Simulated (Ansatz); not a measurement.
The reference is AlN in the wurtzite structure (space group P6_3mc, No. 186; a = 3.107 Å, c = 4.978 Å).

Method: r2SCAN in Ansatz (plane waves to 500 eV, PAW, spin-orbit coupling left out), earlier PAW set.

For the base:

| Quantity | Value |
|---|---|
| Band gap | 4.87 eV |
| Pressure | 0.01 GPa |
| Width of the top valence band | 2.41 eV |

Modification: every lattice vector is stretched by 1.17 %; the atoms relax in the strained cell.

Problem. What does the calculation give for the band gap, energy relative to the base, pressure and width of the top valence band after the change?

Solution. The band gap decreases by 0.31 eV to 4.56 eV; the energy grows by 8.1 meV/atom; the pressure (mean of the normal stresses, compression positive) shrinks by 6.88 GPa (0.01 GPa → -6.87 GPa); the width of the top valence band shrinks by 0.06 eV, from 2.41 eV to 2.35 eV.

No phonon test of stability was made.

Ansatz is a quantum-chemistry and plane-wave program.
